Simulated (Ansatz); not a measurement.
Start from Ru in the hcp (Mg type) structure (space group P6_3/mmc, No. 194; a = 2.704 Å, c = 4.263 Å; relaxed with 0.1 eV smearing). Axes: x lies along a and z along c of the hexagonal cell.

Calculations: Kohn–Sham DFT with the r2SCAN functional, run in Ansatz (a program for electronic structure) with PAW and 500 eV plane waves, no spin-orbit coupling.

Before the change:

```
Quantity                         Value
-----------------------------  -------
Pressure                       0.0 GPa
Shortest interatomic distance  2.642 Å
```

The change: uniaxial strain ε_xx = +3.00 %, all other strain components held at zero; the atoms relax in the strained cell.

**Question.** What happens to the pressure, energy relative to the base and shortest interatomic distance?

**Answer.** The pressure (mean of the normal stresses, compression positive) goes from zero to -8.8 GPa; the energy grows by 21 meV/atom; the shortest interatomic distance rises by 0.006 Å, from 2.642 Å to 2.648 Å.

No phonon test of stability was made. The final runs are not spin-polarised.
